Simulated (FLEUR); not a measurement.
Input and output of a self-consistent single point for LaB₆ (Pm-3m, 7 atoms in the cell) (FLEUR).

Level of theory: PBE, all-electron FLAPW (FLEUR), scalar-relativistic valence.

The change in words: lattice scaled by 0.98. Reference geometry:
```xyz
7
Lattice="4.1622 0.0000 0.0000 0.0000 4.1622 0.0000 0.0000 0.0000 4.1622" Properties=species:S:1:pos:R:3 pbc="T T T"
La     0.0000     0.0000     0.0000
B      3.3302     2.0811     2.0811
B      0.8319     2.0811     2.0811
B      2.0811     3.3302     2.0811
B      2.0811     0.8319     2.0811
B      2.0811     2.0811     3.3302
B      2.0811     2.0811     0.8319
```

Reference input (self-consistent single point, DFT, PBE, all-electron FLAPW (FLEUR), scalar-relativistic valence): Kmax = 4.1 1/bohr; GmaxXC = 16.4 1/bohr; xcFunctional = pbe; jspins = 1; l_soc = F; mode = hist; fermiSmearingEnergy = 0.00183747 Htr; mesh (inpgen div1-3) = 11 11 11; inpgen gamma flag = false; Gmax = 16.4 1/bohr; numbands = 0; maxIterBroyd = 25. This run's input differs from it in these lines:

```diff
@@ -3,5 +3,5 @@
 &input film=f /
-4.1621610000 0.0000000000 0.0000000000
-0.0000000000 4.1621610000 0.0000000000
-0.0000000000 0.0000000000 4.1621610000
+4.0789180000 0.0000000000 0.0000000000
+0.0000000000 4.0789180000 0.0000000000
+0.0000000000 0.0000000000 4.0789180000
 1.8897261246
@@ -48,5 +48,5 @@
          <bravaisMatrix>
-            <row-1>    7.8653443764912607     0.0000000000000000     0.0000000000000000</row-1>
-            <row-2>    0.0000000000000000     7.8653443764912607     0.0000000000000000</row-2>
-            <row-3>    0.0000000000000000     0.0000000000000000     7.8653443764912607</row-3>
+            <row-1>    7.7080379047011824     0.0000000000000000     0.0000000000000000</row-1>
+            <row-2>    0.0000000000000000     7.7080379047011824     0.0000000000000000</row-2>
+            <row-3>    0.0000000000000000     0.0000000000000000     7.7080379047011824</row-3>
          </bravaisMatrix>
```

Log, with long lists cut:

```
 Iteration:     1   Distance:      17.88920879 me/bohr^3
 Iteration:     2   Distance:      16.24332702 me/bohr^3
 Iteration:     3   Distance:       8.68613135 me/bohr^3
 Iteration:     4   Distance:      10.54629395 me/bohr^3
 Iteration:     5   Distance:       3.47879151 me/bohr^3
   [... 9 lines left out ...]
 Iteration:    15   Distance:       0.00074717 me/bohr^3
 Iteration:    16   Distance:       0.00003110 me/bohr^3
 Iteration:    17   Distance:       0.00002571 me/bohr^3
 Iteration:    18   Distance:       0.00000512 me/bohr^3
 Reset of history
 Run finished successfully
 Stop message:
   Structural relaxation: new displacements generated

[file out, last iteration]
             iter=     19
[...]
          total density-effective poten   -1.4545127272E+04
          total charge density-energy d   -2.2890828467E+02
 Updated energy parameters for spin:           1
[...]
 fermi energy and band-weighting factors:

[...]
FERMIE:
          first approx. to ef    (T=0)  :   0.456372 htr   (energy of the highest occ. eigenvalue)
          number of occ. states  (T=0)  :        812
          first approx. to seigv (T=0)  :   1.952836 htr
          sum of weights of occ. states :  14.500376
          sum of semicore charge        :   0.000000 e
FERHIS:  Fermi-Energy by histogram:
          bandgap                     :   0.001317 htr
   [... lines left out ...]
          charge neutrality (T=0)     :   0.000751    (zero if the highest occ. eigenvalue is "entirely" occupied)
     EF_NEWTON:  Adjust Fermi-Energy by Newton-Method.
 Direct bandgap for spin            1 :    5.4885478846840030E-003  Htr
 ---->    free energy=                     -8646.8931598663 htr
   [... lines left out ...]
      extrapolation for T->0
 ---->    total electron energy=           -8646.8930623313 htr
 ***** TOTAL FORCES ON ATOMS *****
 TOTAL FORCE FOR ATOM TYPE=  1  X=  0.000   Y=  0.000   Z=  0.000
                       FX_TOT= 0.000000 FY_TOT= 0.000000 FZ_TOT= 0.000000
 TOTAL FORCE FOR ATOM TYPE=  2  X= -1.541   Y=  3.854   Z=  3.854
                       FX_TOT= 0.005008 FY_TOT= 0.000000 FZ_TOT= 0.000000
```

The run converged in 18 iterations. FLEUR gives forces in its relaxation mode, with a further iteration, so its stop message speaks of a relaxation. Against the reference run the free energy rises by 19.5 meV/atom and the largest force goes from 0.015 to 0.258 eV/Å.

The starting cell comes from a database of computed structures (which also holds hypothetical and non-ambient phases and stackings), without a prior relaxation at this level. Its lattice was rescaled by a random factor within 2.5 % of one. For this run, on top of that: lattice scaled by 0.98. Values depend on the basis (sphere radii, cutoffs, local orbitals), which need not be converged. The log's line on a gap gives a spacing of levels on this mesh, which the program prints for metals too.

Cost on one core of a shared machine: roughly 5 min.
